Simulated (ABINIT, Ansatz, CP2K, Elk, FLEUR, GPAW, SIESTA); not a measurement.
BaAlGeH (P3m1, 4 atoms in the cell) computed with different codes at matched settings

Self-consistent single point.

```yaml
crystal:
  lattice:
    - [4.40073, 0.00000, 0.00000]
    - [-2.20036, 3.81114, 0.00000]
    - [0.00000, 0.00000, 5.27210]
  atoms:
    - { symbol: Ba, position: [0.33333, 0.66667, 0.09902] }
    - { symbol: Al, position: [0.00000, 0.00000, 0.64135] }
    - { symbol: Ge, position: [0.66667, 0.33333, 0.55274] }
    - { symbol: H, position: [0.00000, 0.00000, 0.97289] }
```

Shared settings, as Ansatz (a quantum-chemistry and plane-wave program) writes them: kpoints.mp_grid.grid = 5 5 3; scf.occupations.method = fermi_dirac; scf.occupations.width = 0.01 eV. Potentials and cutoffs stand in the table.

```
code                                                                                                                            model  pressure (GPa)  largest force (eV/Å)  gap on the mesh (eV)           cutoff
------  -----------------------------------------------------------------------------------------------------------------------------  --------------  --------------------  --------------------  ---------------
Ansatz                                                                                                PBEsol, PAW files made with PBE           -2.95                 0.048                 1.073          default
ABINIT                                                 PBEsol, norm-conserving pseudopotentials (PseudoDojo nc-sr-04 PBEsol standard)           -2.94                 0.052                 1.069          1061 eV
SIESTA  GGA PBEsol, numerical atomic orbitals DZP, PseudoDojo PBEsol standard norm-conserving potentials (rewritten from UPF to PSML)           -0.32                 0.189                 1.313      grid 400 Ry
GPAW                                                                            PBEsol, GPAW PAW datasets PBEsol (made by gpaw-setup)           -2.52                 0.059                 1.071           800 eV
CP2K                                                       PBEsol, GPW, DZVP-MOLOPT-SR-GTH basis, GTH-PBE potentials (GTH_POTENTIALS)           -1.62                 0.213                 1.033      grid 500 Ry
FLEUR                                                                 PBEsol, all-electron FLAPW (FLEUR), scalar-relativistic valence               –                 0.063                 1.088  Kmax 4.8 1/bohr
Elk                                                   PBEsol, all-electron FP-LAPW, Elk's shipped species files, default APW+lo basis               –                     –                 1.069          default
```

Size of the force on each atom (eV/Å): Sizes of forces hide their directions.

```tsv
code	Ba1	Al2	Ge3	H4
Ansatz	0.048	0.046	0.008	0.006
ABINIT	0.049	0.052	0.011	0.013
SIESTA	0.038	0.189	0.127	0.023
GPAW	0.047	0.059	0.002	0.010
CP2K	0.038	0.171	0.003	0.213
FLEUR	0.049	0.063	0.016	0.011
```

A dash marks a value that a program does not give, or that is left out as unsure.

Gaps are read on the mesh.

The spread over the programs that give each value: pressure within 2.63 GPa; largest force within 0.165 eV/Å; gap on the mesh within 0.280 eV.

SIESTA and CP2K use small atom-centred bases, whose incompleteness enters pressures, forces and empty levels differently from a plane-wave cutoff. FLEUR and Elk treat all electrons, but the usual bases taken here (sphere radii, linearisation, local orbitals, empty states) were not tested for convergence, so the values are no reference for the others. Ansatz's pressure is given at a fixed set of plane waves, as the other plane-wave codes print theirs; with its correction for the finite basis it is -2.91 GPa. In the pressure, SIESTA (by 2.62) and CP2K (by 1.32) lie more than 1 GPa from the median of the plane-wave programs. In the gap, SIESTA (by 0.242) lies more than 0.12 eV from the median of the plane-wave programs. In the force vectors, SIESTA (by 0.137) and CP2K (by 0.223) lie more than 0.08 eV/Å from the median of the plane-wave programs.

The starting cell comes from a database of computed structures (which also holds hypothetical and non-ambient phases and stackings), without a prior relaxation at this level. Its lattice was rescaled by a random factor within 2.5 % of one.

Keys are those of Ansatz 0.2.
